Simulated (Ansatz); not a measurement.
Reference: GaP (F-43m), r2SCAN with spin-orbit coupling, rigid bands (plane waves, PAW; Ansatz, a quantum-chemistry and plane-wave program); geometry: cell and atoms relaxed with r2SCAN.

```
GaP
1.0
    0.00000     2.72572     2.72572
    2.72572     0.00000     2.72572
    2.72572     2.72572     0.00000
Ga P
1 1
Cartesian
  0.00000   0.00000   0.00000
  1.36286   1.36286   1.36286
```

- band gap: 1.82 eV
- electron conductivity mass: 0.34 mₑ
- hole conductivity mass: 0.48 mₑ
- Seebeck coefficient, n-type 1e19 cm⁻³: -327 μV/K

Question: Swap Ga for In, keeping the structure type. How do these values move?

Answer: InP (F-43m): volume per atom 20.3 to 25.8 Å³; band gap falls (1.82 eV to 1.00 eV); electron conductivity mass falls (0.34 mₑ to 0.084 mₑ); hole conductivity mass rises (0.48 mₑ to 0.57 mₑ); Seebeck coefficient, n-type 1e19 cm⁻³ falls in size (-327 μV/K to -56 μV/K).

Moves up to 5 % count as about the same. Masses are for dilute carriers at 300 K, harmonic means over directions unless an axis is named. Seebeck coefficients are for the stated density at 300 K, with one relaxation time for all states and whether or not that doping can be reached.
